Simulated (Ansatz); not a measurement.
RuAs (model structure, started from the WC type, P-6m2, No. 187, 2 atoms in the cell)

These are PBEsol (plane waves, PAW; Ansatz, a program for electronic structure) values and carry that method's errors.

Settings: plane-wave cutoff 520 eV, 18×18×16 k mesh (along the axes of the cell as run), Fermi–Dirac smearing 0.05 eV, no spin polarisation, scalar-relativistic PAW data made under PBE.

Cell (relaxed at this level):

```cif
data_AsRu
_chemical_formula_sum 'Ru1 As1'
_space_group_name_H-M_alt 'P 1'
_space_group_IT_number 1
_cell_length_a 3.06650
_cell_length_b 3.06650
_cell_length_c 3.60317
_cell_angle_alpha 90.000
_cell_angle_beta 90.000
_cell_angle_gamma 120.000
loop_
_space_group_symop_operation_xyz
  'x, y, z'
loop_
_atom_site_label
_atom_site_type_symbol
_atom_site_fract_x
_atom_site_fract_y
_atom_site_fract_z
_atom_site_occupancy
Ru1 Ru 0.00000 0.00000 0.00000 1
As1 As 0.66667 0.33333 0.50000 1
```

bulk modulus B0: 186 GPa

Note: the run has no spin polarisation, so it can have missed a magnetic state; the bulk modulus is −V dP/dV from two relaxed cells at ±2 % in volume; the relaxation could raise the start's symmetry but not lower it, so the cell can be a saddle point.

A model structure was made by putting elements into a prototype or built by hand; it is no filed structure, need not be a known phase, and can be a saddle point held by its symmetry.
